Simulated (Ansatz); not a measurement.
Start from AlCo in the CsCl type structure (space group Pm-3m, No. 221; a = 2.8250 Å; weakly magnetic (sensitive to the mesh); relaxed with 0.1 eV smearing).

The values are results of r2SCAN (Ansatz, a quantum-chemistry and plane-wave program), scalar-relativistic without spin-orbit coupling, not measurements.

Base values:

| Quantity | Result |
|---|---|
| Pressure | 0.0 GPa |
| Band gap | zero |

Modification: every lattice vector is stretched by 4.35 %, atoms relaxed at fixed cell.

### Question
How does this affect the energy relative to the base, pressure and band gap?

### Answer
The energy increases by 100 meV/atom; the pressure goes from zero to -18.3 GPa; the band gap stays zero.

Other magnetic orders, which the real material may have, were not ruled out. The cells carry an imposed strain or load. No phonon test of stability was made. Seeded moments were not kept for the base.
